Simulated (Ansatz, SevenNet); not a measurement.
For Al2Cu (I4/mcm, No. 140, 6 atoms in the cell; start mp-998), the machine-learned potential SevenNet-l3i5 (trained on PBE and PBE+U data) gives:

```
Quantity                         Result
------------------------------  -------
equilibrium lattice constant a  6.046 Å
c axis length                   4.875 Å
```

Task: What does r²SCAN (Ansatz, a program for electronic structure, plane waves, PAW) give for the same quantities?

Result: 
- lattice constant a: 5.998 Å (drops by 0.8 %)
- lattice parameter c: 4.804 Å (drops by 1.5 %)

Changes are worked out from the printed values.

Unless a cell is named, each level is at its own relaxed cell (SevenNet-l3i5 14.85, r²SCAN 14.40 Å³/atom).

Caveats: the relaxation could not lower the start's symmetry, so the cell can be a saddle point above a distorted one (SevenNet-l3i5, r²SCAN). Ansatz's density-functional and Hartree–Fock values are scalar-relativistic unless marked +SOC, with PAW data made under PBE.

A start named mp-… is a Materials Project structure, which need not be a measured phase.
